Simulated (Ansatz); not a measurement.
Take HgS in the zinc blende structure (space group F-43m, No. 216) as the base.

```
HgS
1.0
    0.00000     2.90597     2.90597
    2.90597     0.00000     2.90597
    2.90597     2.90597     0.00000
Hg S
1 1
Direct
  0.00000   0.00000   0.00000
  0.25000   0.25000   0.25000
```

Cartesian axes are those of the cell as printed.

Computed with LDA (Ansatz, an electronic-structure program, PAW, scalar-relativistic without spin-orbit coupling).

Before the change:

```
Property                         Value
-----------------------------  -------
Pressure                       0.0 GPa
Shortest interatomic distance  2.517 Å
Band gap                          zero
```

Modification: biaxial strain −2.50 %, plane normal [001], relaxed out of plane (Cartesian); in-plane vectors clamped, the third vector and the atoms free.

Question: How does this affect the pressure, shortest interatomic distance, band gap and energy relative to the base?

Answer: The pressure (mean of the normal stresses, compression positive) goes from zero to 0.8 GPa; the shortest interatomic distance falls by 0.0085 Å to 2.508 Å; the band gap remains zero; the energy rises by 4.3 meV/atom.

The mesh was chosen for an insulator and is coarse for the gapless case. With Hg present, leaving out spin-orbit coupling can change the band edges. Whether these cells are dynamically stable was not tested. The final runs are not spin-polarised. A zero or small gap of HgS can be the functional's error rather than a property of the material.
